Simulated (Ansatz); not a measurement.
Base system: SiC (space group P6_3mc, No. 186; a = 3.078 Å, c = 10.076 Å). Axes: x lies along a and z along c of the hexagonal cell.

Modification: uniaxial strain ε_zz = +0.75 %, all other strain components held at zero, atoms relaxed at fixed cell.

Method: DFT with PBEsol, PAW potentials and a 420 eV plane-wave cutoff in Ansatz (a program for electronic structure), scalar-relativistic without spin-orbit coupling.

Base, band edges from the VBM (valence, conduction): K -1.68, 3.86; H -2.47, 3.12; M -1.13, 2.12; L -1.56, 2.53; A -0.21, 5.23; Γ 0.00, 5.03 eV.

**Question.** Give the band edges at the high-symmetry points of the new zone, measured from its valence-band maximum.

**Answer.** 
```tsv
point	valence edge (eV)	conduction edge (eV)
Γ	0.00	5.05
M	-1.15	2.07
K	-1.74	3.79
A	-0.20	5.26
L	-1.57	2.52
H	-2.51	3.05
```

The gap is 2.07 eV, indirect, Γ → M.

Stability against distortions was not tested.
